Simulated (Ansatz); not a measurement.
S_Si in silicon: one set of geometries, relaxed with PBE, evaluated in Ansatz (PAW, plane waves to 420 eV, 500 eV under r2SCAN) with PBE, r2SCAN.

Set-up: 64-site cell; 2×2×2 shifted k-points; start: the Si site; charged states image-corrected; not converged in cell size.

```csv
quantity,PBE,r2SCAN
host gap (eV),0.61,0.79
ε(+1/0) above the VBM (eV),0.38,0.56
largest moment on one atom at charge +1 (μB),0.04,0.05
"neutral formation energy against S8 molecule in a box, silicon (eV)",1.18,1.35
```

PBE narrows the gap by 0.18 eV against r2SCAN, the highest level run, and puts the levels 0.18 eV lower above the valence-band maximum on average.

Ansatz is a first-principles code.
